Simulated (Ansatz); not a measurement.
BaHfO3 (Pm-3m, No. 221, 5 atoms in the cell; start mp-998552) was calculated with LDA (PAW; Ansatz, a quantum-chemistry and plane-wave program).

Settings: plane-wave cutoff 520 eV, 8×8×8 k mesh, perturbation theory, scalar-relativistic PAW data made under PBE.

Cell (relaxed at this level):

```cif
data_BaHfO3
_chemical_formula_sum 'Ba1 Hf1 O3'
_space_group_name_H-M_alt 'Pm-3m'
_space_group_IT_number 221
_space_group_name_Hall '-P 4 2 3'
_cell_length_a 4.12157
_cell_length_b 4.12157
_cell_length_c 4.12157
_cell_angle_alpha 90.000
_cell_angle_beta 90.000
_cell_angle_gamma 90.000
loop_
_atom_site_label
_atom_site_type_symbol
_atom_site_symmetry_multiplicity
_atom_site_Wyckoff_symbol
_atom_site_fract_x
_atom_site_fract_y
_atom_site_fract_z
_atom_site_occupancy
Ba1 Ba 1 b 0.50000 0.50000 0.50000 1
Hf1 Hf 1 a 0.00000 0.00000 0.00000 1
O1 O 3 d 0.00000 0.00000 0.50000 1
```

Question: Estimate the electronic dielectric constant ε∞ and dielectric constant ε0 (ions relaxed) that the calculation returns.

Answer: 
electronic dielectric constant ε∞: 4.77
dielectric constant ε0 (ions relaxed): 46.8

Note: the relaxation could not lower the start's symmetry, so the cell can be a saddle point above a distorted one.

Spin–orbit coupling is not included.

Cost on a shared machine: roughly 30 core-minutes.

A start named mp-… is a Materials Project structure, which need not be a measured phase.
